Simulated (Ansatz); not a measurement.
Ta, pressure series

The reference is Ta in the bcc (W type) structure (space group Im-3m, No. 229).

Ta is taken in the cubic space group Im-3m (No. 229), the bcc (W type) structure, Pearson symbol cI2. Conventional cell: a = b = c = 3.282 Å, α = β = γ = 90.00°. Ta on 2a has 8 Ta at 2.842 Å and 6 Ta at 3.282 Å. (Neighbours: up to the widest gap in distance over summed covalent radii, below 1.35, at either atom.)
(The calculation used a cell of 1 atom; values per cell refer to that cell.)

Cell and atoms are relaxed at each pressure.

All numbers come from plane-wave PAW DFT at the PBEsol level (Ansatz, a quantum-chemistry and plane-wave program, 420 eV), no spin-orbit coupling.

```tsv
pressure (GPa)	volume per atom (Å³/atom)
-1	17.762
0	17.675
0.9	17.601
2.1	17.501
4.5	17.312
9	?
15	16.583
22.5	16.135
30	15.732
```

Problem. Fit the third-order Birch–Murnaghan form P(V) = (3B₀/2)[(V₀/V)^(7/3) − (V₀/V)^(5/3)]·[1 + (3/4)(B₀′ − 4)((V₀/V)^(2/3) − 1)] (squares taken in P) to the rows shown and predict the withheld row.

Solution. Least squares on the printed values gives V₀ = 17.675 Å³/atom, B₀ = 210 GPa, B₀′ = 3.5; this predicts 16.983 Å³/atom, and the run gives 16.983 Å³/atom, in agreement.

Measured bulk modulus of Ta: 198 GPa (static lattice; corrected from measurement; as listed in H. Levämäki et al., Physical Review B (2014)); the computed value is 6 % above it.

Load acts through the strain it causes; cell and atoms are relaxed under it. No phonon test of stability was made. Competing high-pressure phases were not computed. The final runs are not spin-polarised.
